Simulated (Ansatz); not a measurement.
## NH3 on the 1x1 (10-10) surface of wurtzite GaN (cut with top plane Ga + N), one in a 2x1 cell, started at the site 'top Ga #2'

Host crystal: wurtzite GaN, with a band gap (PBE, scalar-relativistic without spin-orbit coupling).

The numbers are results of HSE06, at the PBE geometry (plane waves to 420 eV, PAW; Ansatz, a first-principles code), not measurements.

Set-up: 36 atoms, 9.3 Å thick at the start under the adsorbate (thin: gaps and levels are the slab's own); mesh 3x3x1; 0.01 eV smearing; dipole correction on; single point; no symmetry held, on the structure that PBE left; no spin, no spin-orbit, no U, no dispersion correction. At the end it is bonded to Ga. In PBE it is, or lies within 0.03 eV of, the lowest of the starts that converged; the order may differ at this level.

| Quantity | Value |
|---|---|
| adsorption energy against NH3(g) at the same level | -1.27 eV |
| change of the step from the bottom to the top vacuum level, against the clean slab | -2.18 eV |
| height of the binding atom over the mean of the host atoms within 0.3 Å of the top one | 169.7 pm |
| nearest host atoms of the binding atom | Ga at 2.08 Å, N at 2.77 Å, N at 3.07 Å |
| note | in the relaxation the adsorbate left its starting site by 2.3 Å |
| cost | around 90 core-minutes (rough) |

A negative adsorption energy means that the adsorbate is more stable on the surface than in its reference.
